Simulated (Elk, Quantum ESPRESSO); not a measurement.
A Quantum ESPRESSO input for a self-consistent single point of MgSe (F-43m, 2 atoms in the cell) (DFT, PBEsol, spin-orbit coupling, plane waves, PseudoDojo fully relativistic norm-conserving (PBESOL) pseudopotentials):

```fortran
&control
    calculation = 'scf',
    prefix = 'mgse',
    outdir = './tmp/',
    pseudo_dir = './',
    tprnfor = .true.,
    tstress = .true.,
/
&system
    ibrav = 2,
    celldm(1) = 11.2209291664,
    nat = 2,
    ntyp = 2,
    ecutwfc = 90,
    occupations = 'fixed',
    nbnd = 34,
    noncolin = .true.,
    lspinorb = .true.,
/
&electrons
    conv_thr = 1.0d-8,
    mixing_beta = 0.7,
/
ATOMIC_SPECIES
Mg    24.3050  Mg.upf
Se    78.9710  Se.upf
ATOMIC_POSITIONS bohr
Mg    0.0000000000    0.0000000000    0.0000000000
Se   -2.8052322916    2.8052322916    2.8052322916
K_POINTS automatic
7 7 7  0 0 0
```

**Question.** Give the Elk input for the same structure, mesh, smearing and functional.

**Answer.** One input that does it (others would too):

```
tasks
  0

xctype
  22

spinorb
  .true.

rgkmax
  7.5

gmaxvr
  16.0

nxlo
  2

lorbcnd
  .true.

lmaxi
  3

nempty
  10

stype
  0

swidth
  0.0001

avec
    0.0000000000    5.6104645832    5.6104645832
    5.6104645832    0.0000000000    5.6104645832
    5.6104645832    5.6104645832    0.0000000000

atoms
  2   : nspecies
  'Mg.in'   : spfname
  1   : natoms; atposl, bfcmt below
  0.0000000000  0.0000000000  0.0000000000    0.0 0.0 0.0
  'Se.in'   : spfname
  1   : natoms; atposl, bfcmt below
  0.2500000000  0.2500000000  0.2500000000    0.0 0.0 0.0

ngridk
  7 7 7
```

Basis settings and potentials, where a program has them, do not carry over. This input uses DFT, PBEsol, spin-orbit coupling in second variation, all-electron FP-LAPW, Elk's shipped species files, APW+lo basis with extra local orbitals. Both were run: gap on the mesh 2.385 eV in Quantum ESPRESSO and 2.340 in Elk.

On Elk: the starting cell comes from a database of computed structures (which also holds hypothetical and non-ambient phases and stackings), without a prior relaxation at this level. Values depend on the basis (sphere radii, cutoffs, local orbitals), which need not be converged.

On Quantum ESPRESSO: the starting cell comes from a database of computed structures (which also holds hypothetical and non-ambient phases and stackings), without a prior relaxation at this level.
